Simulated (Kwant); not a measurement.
System: six-terminal Hall bar in a CdTe two-dimensional gas. Effective mass 0.096 mₑ, grid spacing 3.8 nm, hard walls, nominal width 100 nm (27 grid rows, so walls 106.4 nm apart), one parabolic valley, scattering region 260 nm long along x; energies count from the band bottom; Fermi energy 0.00629 eV. Four side probes 50 nm wide, two on each edge; current runs along x; the sign of the Hall resistance is a convention. Perpendicular field swept from 0.43466 to 8.8671 T, also in the leads; orbital effect alone.

Constants are typed, rounded textbook-type inputs, not results; the design itself was drawn at random and stands for no fabricated device.

Computed with Kwant: effective-mass tight-binding model on a square grid, one spin, coherent transport at 0 K. Resistances are in h/e².

Task: How many Landau levels lie under the Fermi energy, and what Hall resistance follows, at 6.29 meV and 2.29 T; 6.29 meV and 3.01 T; 6.29 meV and 4.44 T; 6.29 meV and 6.58 T?

Result: ħωc = ħeB/m = 1.21 meV a tesla; levels lie at (n + ½)ħωc. E/ħωc = 2.28 gives 2 levels and h/(2e²) = 0.500; simulated 0.500. E/ħωc = 1.73 gives 2 levels and h/(2e²) = 0.500; simulated 0.500. E/ħωc = 1.18 gives 1 level and h/(1e²) = 1.000; simulated 1.000. E/ħωc = 0.79 gives 1 level and h/(1e²) = 1.000; simulated 1.000.
